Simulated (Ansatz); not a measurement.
# A constructed model of the (111) surface of fcc Cu, a layer of Pd in place of the second plane (bottom of the slab: a bare face, its two planes held)

Computed with PBE (plane waves to 420 eV, PAW; Ansatz, a quantum-chemistry and plane-wave program).

Model: 6-atom slab, 10.6 Å thick at the start with caps and adatoms (thin: gaps and levels are the slab's own), 17x17x1 mesh, Fermi-Dirac 0.1 eV, dipole correction, 2 atoms held, the rest relaxed; symmetry of the start imposed; no spin, no spin-orbit, no U. In PBE it lies 0.02 eV a 1x1 cell over the lowest computed structure of the same composition (a layer of Pd in place of the third plane).

```json
{
 "work_function_of_the_top_face": "4.93 eV",
 "energy_released_by_relaxation": "0.062 eV",
 "cost": "about 70 core-seconds (a rough figure)"
}
```
